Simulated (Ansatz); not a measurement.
# Worked example: self-consistent single point of LaSb (R3m, 2 atoms in the cell) in Ansatz

Method: PBE (plane waves, PAW; Ansatz, an electronic-structure program).

Input:

Ansatz 0.2 input:
```yaml
crystal:
  lattice:
    - [2.34529200, 1.35405500, 4.01395700]
    - [-2.34529200, 1.35405500, 4.01395700]
    - [0.00000000, -2.70811000, 4.01395700]
  atoms:
    - { symbol: La, position: [0.76240000, 0.76240000, 0.76240000] }
    - { symbol: Sb, position: [0.23760000, 0.23760000, 0.23760000] }
basis:
  ecutwfc: 30.9 Ry
kpoints:
  mp_grid:
    grid: [6, 6, 6]
hamiltonian:
  xc: pbe
  pseudopotentials:
    kind: paw
scf:
  occupations:
    method: methfessel_paxton
    width: 0.0147 Ry
output:
  forces: true
  eigenvalues: true
  stress: true
```

Output, abridged:

```
WARN ansatz: RAYON_NUM_THREADS=1 ignored (pool sized by the plan → 1); use --threads N
Pseudopotentials: kind: paw
Pseudopotential: La, paw, valence charge 11
Pseudopotential: Sb, paw, valence charge 15
Crystal: 2 atoms, lattice volume = 76.482 Å³
Basis set: ecut = 420.4159175005146 eV, 1495 PW (Γ), exchange–correlation on 72×72×72 points (8 copies of the dense FFT grid, shifted against one another)
Bands: 17, of which v1, the nominal top of the filled ones, is band 13 counted from 1 (12 counted from 0)
Symmetry: 6 space group operations
Space group: R3m (ITA 160), of the structure as read, at distance tolerance 4.2e-5 Å
k-points: 32 of 216 (time reversal used)
Initial density: superposition of atomic densities (neutral atoms: chi_scale 0, normalization atom), corrected by the library's trained network
Initial wavefunctions: pseudopotential atomic-orbital guess
Eigensolver: davidson
Functional: x = pbe(κ = 0.804, μ = 0.2195149727645171), c = pbe(β = 0.06672455060314922)
SCF iter   1: F=—  HF=-12736.938394 eV  |F-HF|=—  |Δ(HF+E_count)|=         —  Δρ=1.33e-3  dr2=1.89e-3  ethr=1.77e-3  ⟨swp⟩=4.2  Hψ=2244  notcnv=0
all-band conjugate gradients solve this SCF's bands
preconditioner: auto → none
SCF iter   2: F=—  HF=-12736.938535 eV  |F-HF|=—  |Δ(HF+E_count)|=   1.41e-4  S|Δr|=    0.00e0  Δρ=1.04e-3  dr2=1.62e-3  ethr=7.28e-6  ⟨swp⟩=3.1  Hψ=1415  notcnv=0
SCF iter   3: F=—  HF=-12736.938113 eV  |F-HF|=—  |Δ(HF+E_count)|=   4.23e-4  S|Δr|=    0.00e0  Δρ=4.85e-4  dr2=1.26e-4  ethr=6.23e-6  ⟨swp⟩=2.6  Hψ=796  notcnv=0
SCF iter   4: F=—  HF=-12736.938274 eV  |F-HF|=—  |Δ(HF+E_count)|=   1.61e-4  S|Δr|=    0.00e0  Δρ=2.92e-4  dr2=1.03e-4  ethr=4.86e-7  ⟨swp⟩=2.7  Hψ=1170  notcnv=0
SCF iter   5: F=—  HF=-12736.938239 eV  |F-HF|=—  |Δ(HF+E_count)|=   3.47e-5  S|Δr|=    0.00e0  Δρ=1.42e-4  dr2=2.92e-5  ethr=3.94e-7  ⟨swp⟩=2.5  Hψ=944  notcnv=0
SCF iter   6: F=—  HF=-12736.938228 eV  |F-HF|=—  |Δ(HF+E_count)|=   1.11e-5  S|Δr|=    0.00e0  Δρ=3.10e-5  dr2=1.01e-6  ethr=1.12e-7  ⟨swp⟩=2.0  Hψ=923  notcnv=0
SCF iter   7: F=—  HF=-12736.938228 eV  |F-HF|=—  |Δ(HF+E_count)|=   3.09e-7  S|Δr|=    0.00e0  Δρ=1.11e-5  dr2=1.65e-7  ethr=3.88e-9  ⟨swp⟩=2.0  Hψ=931  notcnv=0
SCF iter   8: F=-12736.938228 eV  HF=-12736.938228 eV  |F-HF|=2.24e-8  |Δ(HF+E_count)|=   5.01e-8  S|Δr|=    0.00e0  Δρ=4.33e-6  dr2=2.38e-8  ethr=3.85e-10  ⟨swp⟩=6.6  Hψ=2463  notcnv=0
SCF 1 converged in 8 iterations: F = -12736.938228 eV  dr2 = 2.38e-8
SCF converged after 8 iterations
Stability not checked (fill_not_monotonic)
Free energy (F): -12736.938228 eV
Harris-Foulkes:  -12736.938228 eV  (|F-HF|=2.24e-8)
Internal energy: -12736.939382 eV  (E = F + TS)
E sigma→0 (E₀):  -12736.938516 eV
Entropy (-TS):   0.001154 eV (0.577 meV/atom)
Fermi energy:    8.558144 eV
Step filling:    the computed levels leave a gap of 0.3977 eV = 2.0 smearing widths
--- Per-component energies (eV) ---
  E_band       = -248.771828
  E_kinetic    = 396.105392
  E_local      = -2197.212546  (includes V_loc(G=0)·N_el)
  E_nonlocal   = 459.118644
  E_hartree    = 948.335087
  E_xc         = -276.404740
  E_vxc        = -242.018383  (∫ρ·V_xc dr)
  E_paw        = -9993.682593  (= ΣΔE_a)
  E_vpaw       = -561.427998  (= ΣTr[D̂ρ^β])
  E_aug_tail   = -0.000002  (compensation charges beyond the density's cutoff)
  E_ewald      = -2073.198624
  E_smearing   = 0.001154  (= −TS)
  E_closure    = 0.000000  (closes the sum)
  Σ components = -12736.938228   (vs F -12736.938228, Δ=0.00e0)
--- Forces (eV/Å), atoms counted from 1 ---
  atom   1  La    -0.00000000    -0.00000000    -0.70297946
  atom   2  Sb     0.00000000     0.00000000     0.70301002
  max |Σ_I F_I| component: 3.06e-5 eV/Å
--- Stress (GPa, compression-positive) ---
       -1.819771       0.000000      -0.000000
        0.000000      -1.819771      -0.000000
        0.000000      -0.000000      -4.444244
  P = ⅓ Tr σ = -2.6946 GPa (-26.946 kbar)
  The stress holds the Pulay correction. Without it, at fixed plane waves, as pw.x and ABINIT print it: P = -2.7080 GPa
--- Band table (eV; the first three rows and the last of 32) ---
  k-point 0: bands = ["-24.5425", "-19.2824", "-19.2824", "-19.2666", "-19.2568", "-19.2568", "-8.1548", "-8.1371", "-8.1371", "-0.3253", "8.0543", "8.2876", "8.2876", "9.6265", "9.7396", "9.7396", "9.9656"]
  k-point 1: bands = ["-24.5399", "-19.2826", "-19.2823", "-19.2663", "-19.2567", "-19.2565", "-8.1999", "-8.1500", "-8.1410", "-0.1058", "7.1782", "7.8353", "7.8672", "9.5182", "9.7476", "9.8397", "10.1125"]
  k-point 2: bands = ["-24.5348", "-19.2831", "-19.2822", "-19.2657", "-19.2566", "-19.2558", "-8.3094", "-8.1521", "-8.1488", "0.3809", "5.9656", "7.1006", "7.2085", "9.7054", "9.9636", "9.9987", "10.1576"]
  k-point 31: bands = ["-24.5347", "-19.2830", "-19.2830", "-19.2660", "-19.2563", "-19.2563", "-8.3403", "-8.1399", "-8.1399", "0.5821", "5.3697", "6.9738", "6.9738", "9.8714", "10.0499", "10.0499", "10.1574"]
```

The run converged in 8 iterations.

The starting cell was generated: these elements placed on a structure prototype, without a prior relaxation; it need not be a known phase or ordering of this composition. Spin-orbit coupling is off. Ansatz's pressure includes its estimate of the finite-basis (Pulay) stress.
